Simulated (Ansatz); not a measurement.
Defect migration in silicon: interstitial Ni, neutral cell. All values below come from PBE, PAW (plane waves to 420 eV; Ansatz, a program for electronic structure).

Cell of 64 host sites held at the relaxed PBE lattice; a 2×2×2 k-point mesh shifted by half a step; Fermi-Dirac width 0.01 eV, spin-restricted; finite-size errors left in. Energies are static. The charge state is imposed; whether it is stable for some Fermi level was not computed. Sites that were not tried may lie lower.

Barriers: single points on a 3×3×3 k-point mesh shifted by half a step at the bands' geometries.

Relaxed starting cell (atoms counted from 1):

```
CELL_PARAMETERS angstrom
     10.94000     0.00000     0.00000
      0.00000    10.94000     0.00000
      0.00000     0.00000    10.94000
ATOMIC_POSITIONS crystal
  Si 0.00002 0.99927 0.25231
  Si 0.99961 0.99968 0.74819
  Si 0.99878 0.50067 0.25002
  Si 0.00053 0.49890 0.75006
  Si 0.49859 0.00048 0.25006
  Si 0.50042 0.99879 0.75007
  Si 0.50051 0.49878 0.24991
  Si 0.49935 0.49993 0.74988
  Si 0.12423 0.37607 0.12571
  Si 0.12490 0.37430 0.62455
  Si 0.12671 0.87256 0.13141
  Si 0.12463 0.87466 0.62455
  Si 0.62546 0.37379 0.12488
  Si 0.62436 0.37494 0.62494
  Si 0.62324 0.87512 0.12570
  Si 0.62498 0.87432 0.62461
  Si 0.00001 0.25191 0.99972
  Si 0.99874 0.24956 0.50115
  Si 0.99954 0.74769 0.00014
  Si 0.00049 0.74964 0.49936
  Si 0.49854 0.24958 0.00096
  Si 0.50047 0.24948 0.49926
  Si 0.50039 0.74964 0.99926
  Si 0.49931 0.74942 0.50039
  Si 0.12416 0.12526 0.37653
  Si 0.12673 0.13102 0.87304
  Si 0.12491 0.62418 0.37472
  Si 0.12460 0.62412 0.87511
  Si 0.62546 0.12447 0.37427
  Si 0.62319 0.12526 0.87560
  Si 0.62433 0.62450 0.37540
  Si 0.62499 0.62419 0.87479
  Si 0.25157 0.99970 0.00009
  Si 0.24966 0.99878 0.49933
  Si 0.24965 0.49891 0.99919
  Si 0.24985 0.49996 0.50037
  Si 0.74745 0.99931 0.99974
  Si 0.74968 0.00048 0.50115
  Si 0.74968 0.50068 0.00094
  Si 0.74981 0.49878 0.49921
  Si 0.37478 0.37494 0.37537
  Si 0.37512 0.37430 0.87482
  Si 0.37511 0.87435 0.37475
  Si 0.37519 0.87466 0.87509
  Si 0.87484 0.37379 0.37425
  Si 0.87401 0.37605 0.87548
  Si 0.87402 0.87507 0.37649
  Si 0.86830 0.87258 0.87301
  Si 0.24815 0.25085 0.25134
  Si 0.25291 0.24982 0.74680
  Si 0.25295 0.74637 0.25020
  Si 0.24895 0.75035 0.75080
  Si 0.75113 0.24812 0.24858
  Si 0.74837 0.25084 0.75158
  Si 0.74838 0.75110 0.25132
  Si 0.74954 0.74635 0.74678
  Si 0.37239 0.12593 0.12643
  Si 0.37639 0.12280 0.62334
  Si 0.37641 0.62285 0.12324
  Si 0.37392 0.62531 0.62580
  Si 0.87687 0.12248 0.12290
  Si 0.87330 0.12593 0.62734
  Si 0.87330 0.62683 0.12642
  Si 0.87649 0.62284 0.62330
  Ni 0.04185 0.95744 0.95793
```

End state 1 differs by these moves (Å; atoms that move under 0.08 Å are left out):

| atom | element | Δx | Δy | Δz |
|---|---|---|---|---|
| 26 | Si | -0.05 | -0.09 | 0.05 |
| 61 | Si | -0.05 | 0.09 | 0.05 |
| 65 | Ni | -0.92 | 0.00 | 0.92 |

### Question
What is the computed forward and backward barriers to end state 1 (PBE, PAW)?

### Answer
forward 0.080 eV, backward 0.080 eV; at the saddle point atom 65 has neighbours Si at 2.34, Si at 2.36, 2 Si at 2.48, Si at 2.54, 2 Si at 2.71, 2 Si at 2.75, Si at 2.93 Å. The saddle point's order was not checked, and it lies on a symmetry element of the cell, where a band can be held.
